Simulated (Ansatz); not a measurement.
Results of r²SCAN (plane waves, PAW; Ansatz, a quantum-chemistry and plane-wave program) for MoPt2 (Immm, No. 71).

Run with plane-wave cutoff 560 eV, 24×24×24 k mesh, Fermi–Dirac smearing 0.05 eV, no spin polarisation, scalar-relativistic PAW data made under PBE.

Cell (relaxed at this level):

Space group Immm (No. 71); a = 2.760 Å, b = 3.953 Å, c = 8.308 Å, α = β = γ = 90.00°

```json
[
 {"atom": "Mo", "site": "2a", "symmetry": "mmm", "x": "0.0000", "y": "0.0000", "z": "0.0000"},
 {"atom": "Pt", "site": "4i", "symmetry": "mm2", "x": "0.0000", "y": "0.0000", "z": "0.3367"}
]
```
(The calculation used a cell of 3 atoms; values per cell refer to that cell.)

Question: Give the computed bulk modulus B0 and pressure derivative B′ of the bulk modulus.

Answer: 
- bulk modulus B0 = 294 GPa
- pressure derivative B′ of the bulk modulus = 5.0

The run finds no gap.

Note: the relaxation could not lower the start's symmetry, so the cell can be a saddle point above a distorted one; the bulk modulus comes from volumes at which shape and atoms were relaxed.

Spin–orbit coupling is not included.

Computing time: around 2.7 core-hours (rough).
